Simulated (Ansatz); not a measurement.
The reference is GaN in the NiAs type structure (space group P6_3/mmc, No. 194; a = 2.969 Å, c = 5.041 Å; a model cell, its experimental status unchecked). Axes: x lies along a and z along c of the hexagonal cell.

Modification: uniaxial strain ε_yy = −2.77 %, all other strain components held at zero, atoms relaxed at fixed cell.

Levels (all Ansatz, a quantum-chemistry and plane-wave program, PAW): PBEsol (420 eV, no spin-orbit coupling); r2SCAN (500 eV, no spin-orbit coupling); HSE06 (420 eV, spin-orbit coupling left out).

At the geometry relaxed with PBEsol, these levels gave the following band gaps, in shuffled order: (a) 2.68 eV, (b) 1.89 eV, (c) 1.22 eV.

**Question.** Match each gap to its level.

**Answer.** (a) HSE06; (b) r2SCAN; (c) PBEsol.

Single points use the geometry relaxed with PBEsol. HSE06 gaps are upper bounds (no full band path). Whether these cells are dynamically stable was not tested. This is not the structure that GaN has at room temperature and ambient pressure.
